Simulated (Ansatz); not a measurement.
V_O in corundum: one set of geometries, relaxed with PBE, evaluated in Ansatz (PAW, plane waves to 420 eV, 500 eV under r2SCAN) with PBE, r2SCAN.

Cell and caveats: 120-site cell; 2×2×2 Γ-centred k-points; start: the O site; charged states image-corrected; finite-size errors of tenths of an eV; flagged in the runs: a host whose relaxation on this sampling wasn't shown to rest.

```json
[
 {"quantity": "host gap (eV)", "PBE": "5.85", "r2SCAN": "…"},
 {"quantity": "ε(+2/+1) above the VBM (eV)", "PBE": "2.44", "r2SCAN": "…"},
 {"quantity": "ε(+1/0) above the VBM (eV)", "PBE": "2.86", "r2SCAN": "…"},
 {"quantity": "largest moment on one atom at charge +1 (μB)", "PBE": "0.02", "r2SCAN": "…"},
 {"quantity": "neutral formation energy against O2 molecule in a box (eV)", "PBE": "6.72", "r2SCAN": "…"}
]
```

Q: Given the lower rungs, what does r2SCAN give?

A: 
- host gap (eV), r2SCAN: 6.73
- ε(+2/+1) above the VBM (eV), r2SCAN: 2.77
- ε(+1/0) above the VBM (eV), r2SCAN: 3.40
- largest moment on one atom at charge +1 (μB), r2SCAN: 0.03
- neutral formation energy against O2 molecule in a box (eV), r2SCAN: 7.50

Ansatz is a first-principles code.
